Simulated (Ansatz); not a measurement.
Band structure of InAu3 (Pmmn, 8 atoms in the cell).

```
InAu3
1.0
    4.83733     0.00000     0.00000
    0.00000     5.77876     0.00000
    0.00000     0.00000     5.27183
In Au
2 6
Direct
  0.50000   0.50000   0.33547
  0.00000   0.00000   0.66453
  0.00000   0.50000   0.66268
  0.50000   0.00000   0.33732
  0.00000   0.74853   0.16322
  0.00000   0.25147   0.16322
  0.50000   0.75147   0.83678
  0.50000   0.24853   0.83678
```

Method of the run: PBEsol, PAW files made with PBE (plane waves; Ansatz, a quantum-chemistry and plane-wave program).

Settings: kpoints.mp_grid.grid = 3 3 3; hamiltonian.xc = pbesol; hamiltonian.pseudopotentials = {kind: paw} (the program's default PAW files); scf.occupations.method = fermi_dirac; scf.occupations.width = 0.1 eV; kpoints.band_path.npoints = 8.

The starting cell comes from a database of computed structures (which also holds hypothetical and non-ambient phases and stackings), without a prior relaxation at this level. Spin-orbit coupling is off.

Levels in eV from the Fermi level, bands 67 to 74:
| point | 67 | 68 | 69 | 70 | 71 | 72 | 73 | 74 |
|---|---|---|---|---|---|---|---|---|
| Γ | -2.23 | -1.61 | -0.91 | -0.72 | 0.83 | 1.78 | 2.60 | 3.18 |
| X | -1.39 | -1.39 | -0.89 | -0.89 | -0.30 | -0.30 | 1.39 | 1.39 |
| S | -2.52 | -2.52 | -1.06 | -1.06 | -0.85 | -0.85 | 1.71 | 1.71 |
| Y | -1.47 | -0.97 | -0.72 | 0.15 | 0.60 | 1.02 | 1.42 | 1.56 |
| Z | -0.79 | -0.79 | 0.25 | 0.25 | 0.83 | 0.83 | 0.98 | 0.98 |
| U | -2.74 | -2.74 | 0.84 | 0.84 | 1.18 | 1.18 | 1.98 | 1.98 |
| R | -2.70 | -2.70 | -2.33 | -2.33 | -2.19 | -2.19 | 5.99 | 5.99 |
| T | -2.70 | -2.70 | 0.90 | 0.90 | 2.33 | 2.33 | 2.81 | 2.81 |

Bands cross the Fermi level along this path, so the cell is metallic at this level.

Keys are those of Ansatz 0.2.
